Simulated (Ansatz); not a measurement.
An Ansatz (an electronic-structure program) run: Mg2Sn with a change (Sn interstitial (started 2.92 Å from the nearest host atom)); Kohn–Sham DFT with the PBEsol functional, run in Ansatz with PAW and 420 eV plane waves, scalar-relativistic without spin-orbit coupling.

Input:

Ansatz 0.2 input:
```yaml
crystal:
  lattice:
    - [-6.7460393004, 0, 0]
    - [0, 0, 6.7460393004]
    - [0, 6.7460393004, 0]
  atoms:
    - { symbol: Sn, position: [-0.000246534, 0.0042341028, 0.0023921782] }
    - { symbol: Sn, position: [0.4969193358, -0.0051253993, 0.4941259943] }
    - { symbol: Sn, position: [0.4965411209, 0.4959427809, 0.0023151387] }
    - { symbol: Sn, position: [-0.0011520289, 0.5010127445, 0.5009219013] }
    - { symbol: Mg, position: [0.7528036157, 0.2486283886, 0.2490120226] }
    - { symbol: Mg, position: [0.2483971587, 0.2505062488, 0.7457065762] }
    - { symbol: Mg, position: [0.2475837465, 0.750061198, 0.2492018426] }
    - { symbol: Mg, position: [0.7465393271, 0.7519670707, 0.7533900993] }
    - { symbol: Mg, position: [0.2521005114, 0.750149553, 0.7465629318] }
    - { symbol: Mg, position: [0.7501547288, 0.7519839583, 0.2466366995] }
    - { symbol: Mg, position: [0.7530809959, 0.2505014539, 0.757190166] }
    - { symbol: Mg, position: [0.2532951749, 0.2547200984, 0.2551235306] }
    - { symbol: Sn, position: [0.0028429143, -0.0028076359, 0.5044737297] }
basis: { ecutwfc: 420, ecutrho_ratio: 4, xc_grid: 2, fft_grid_basis: typed }
kpoints: { mp_grid: { grid: [5, 5, 5] } }
hamiltonian:
  xc: pbesol
  dispersion: none
  pseudopotentials: { kind: paw }
scf: { occupations: { method: fermi_dirac, width: 0.05 }, convergence: { dr2_threshold: 0.0000000013 } }
relax: { f_tol: 0.02, max_steps: 45 }
output: { forces: true, stress: true }
checkpoint: { write: state.ck, write_every: 1000 }
```

Output (explanatory and most iteration lines left out):

```
Relaxation: its limit of steps is 45 (relax.max_steps)
Pseudopotential: Sn, paw, valence charge 14
Pseudopotential: Mg, paw, valence charge 10
Crystal: 13 atoms, lattice volume = 307.006 Å³
Basis set: ecut = 420 eV, 6031 PW (Γ), exchange–correlation on 96×96×96 points (8 copies of the dense FFT grid, shifted against one another)
Bands: 90, of which v1, the nominal top of the filled ones, is band 75 counted from 1 (74 counted from 0)
Symmetry: 1 space group operations
Space group: P1 (ITA 1), of the structure as read, at distance tolerance 6.7e-5 Å
k-points: 63 of 125 (time reversal used)
Functional: x = pbesol(κ = 0.804, μ = 0.12345679012345678), c = pbesol(β = 0.046)
SCF iter   1: F=—  HF=-45046.716297 eV  |F-HF|=—  |Δ(HF+E_count)|=         —  Δρ=3.95e-3  dr2=7.50e-2  ethr=1.77e-3  ⟨swp⟩=7.4  Hψ=23096  notcnv=0  defer=121
SCF iter   2: F=—  HF=-45046.698072 eV  |F-HF|=—  |Δ(HF+E_count)|=   1.82e-2  Δρ=1.60e-3  dr2=5.80e-3  ethr=5.00e-5  ⟨swp⟩=2.2  Hψ=11303  notcnv=0  defer=429
SCF 1 converged in 9 iterations: F = -45046.694208 eV  dr2 = 7.65e-10
relax step   1: F+E_penalty+E_count = -45046.69420767 eV  Δ(F+E_penalty+E_count) = +0.000e0 eV  max|allowed force component| = 4.111e-1 eV/Å  Δτ_max = 0.0000 Å  (9 SCF iters, accepted)
Crystal: 13 atoms, lattice volume = 307.006 Å³
SCF iter   1: F=—  HF=-45046.847889 eV  |F-HF|=—  |Δ(HF+E_count)|=         —  Δρ=5.90e-3  dr2=3.33e-1  ethr=2.18e-4  ⟨swp⟩=1.4  Hψ=20668  notcnv=0  defer=245
SCF iter   2: F=—  HF=-45046.792671 eV  |F-HF|=—  |Δ(HF+E_count)|=   5.52e-2  Δρ=2.07e-3  dr2=2.64e-2  ethr=2.18e-4  ⟨swp⟩=3.0  Hψ=7181  notcnv=0  defer=245
SCF 2 converged in 10 iterations: F = -45046.785183 eV  dr2 = 7.02e-10
relax step   2: F+E_penalty+E_count = -45046.78518333 eV  Δ(F+E_penalty+E_count) = -9.098e-2 eV  max|allowed force component| = 2.189e-1 eV/Å  Δτ_max = 0.1249 Å  (10 SCF iters, accepted)
Crystal: 13 atoms, lattice volume = 307.006 Å³
SCF iter   1: F=—  HF=-45046.842258 eV  |F-HF|=—  |Δ(HF+E_count)|=         —  Δρ=2.20e-3  dr2=5.07e-2  ethr=2.94e-4  ⟨swp⟩=4.9  Hψ=11255  notcnv=2  defer=351
SCF iter   2: F=—  HF=-45046.833850 eV  |F-HF|=—  |Δ(HF+E_count)|=   8.41e-3  Δρ=8.45e-4  dr2=5.34e-3  ethr=3.38e-5  ⟨swp⟩=2.0  Hψ=7308  notcnv=0  defer=352
SCF 3 converged in 10 iterations: F = -45046.832519 eV  dr2 = 1.75e-10
relax step   3: F+E_penalty+E_count = -45046.83251927 eV  Δ(F+E_penalty+E_count) = -4.734e-2 eV  max|allowed force component| = 8.743e-3 eV/Å  Δτ_max = 0.0426 Å  (10 SCF iters, accepted)
SCF converged after 10 iterations
Free energy (F): -45046.832519 eV
Internal energy: -45046.773483 eV  (E = F + TS)
E sigma→0 (E₀):  -45046.803001 eV
Entropy (-TS):   -0.059036 eV (-4.541 meV/atom)
Fermi energy:    8.392713 eV
--- Forces (eV/Å), atoms counted from 1 ---
  atom   1  Sn     0.00301213    -0.00003684     0.00061263
  atom   2  Sn     0.00231970     0.00042563    -0.00072268
  atom   3  Sn     0.00081924     0.00174008    -0.00144521
  atom   4  Sn    -0.00268877     0.00064362     0.00142977
  atom   5  Mg    -0.00456144     0.00573976    -0.00749676
  atom   6  Mg     0.00673492    -0.00493201    -0.00721712
  atom   7  Mg     0.00597524     0.00793545     0.00644538
  atom   8  Mg    -0.00731538    -0.00832006     0.00652411
  atom   9  Mg     0.00692131    -0.00765327     0.00794339
  atom  10  Mg    -0.00579734     0.00788039     0.00743937
  atom  11  Mg    -0.00708082    -0.00759006    -0.00675720
  atom  12  Mg     0.00706300     0.00338354    -0.00874282
  atom  13  Sn    -0.00540177     0.00078328     0.00198517
--- Stress (GPa, compression-positive) ---
        3.558702      -0.001302       0.002369
       -0.001302       3.559783      -0.000173
        0.002369      -0.000173       3.562248
  P = ⅓ Tr σ = 3.5602 GPa (35.602 kbar)
--- Relaxed structure (3 steps of the walk, 3 accepted, 0 SCFs on fresh bases) ---
  atoms:
    - { symbol: Sn, position: [0.00019577653959299533, 0.00020305428823833824, 0.0005551230950170604] }
    - { symbol: Sn, position: [0.500031017431678, 8.654826092590474e-5, 0.5004713873335331] }
    - { symbol: Sn, position: [0.49983048205959224, 0.500100634880215, 0.0004951458791355895] }
    - { symbol: Sn, position: [-0.0003445967101952433, 0.5001511946816763, 0.5005923675475517] }
    - { symbol: Mg, position: [0.7445932951653504, 0.25562374534785126, 0.24502616992668522] }
    - { symbol: Mg, position: [0.25536692789680654, 0.2555785924609628, 0.7557524554333795] }
    - { symbol: Mg, position: [0.2553274225885088, 0.7446844038114506, 0.24511797645168676] }
    - { symbol: Mg, position: [0.7444332623968424, 0.7447766284989278, 0.7562115483978377] }
    - { symbol: Mg, position: [0.25535660794612725, 0.7446360504428968, 0.7558811909696236] }
    - { symbol: Mg, position: [0.7445219768264576, 0.7446760604597121, 0.24486216486356918] }
    - { symbol: Mg, position: [0.7444560006576993, 0.25549366043144106, 0.7561222659116448] }
    - { symbol: Mg, position: [0.2554007456650351, 0.25575387992634574, 0.24544973223785224] }
    - { symbol: Sn, position: [-0.00030885136349497204, 1.0109209356743536e-5, 0.5005152827524842] }
```

In so small a cell the defect repeats every few ångströms: this is an ordered compound, not a dilute defect. The cell was made from Mg2Sn (space group Fm-3m, No. 225) by this change: Sn interstitial (started 2.92 Å from the nearest host atom). The defect cell is not spin-polarised.
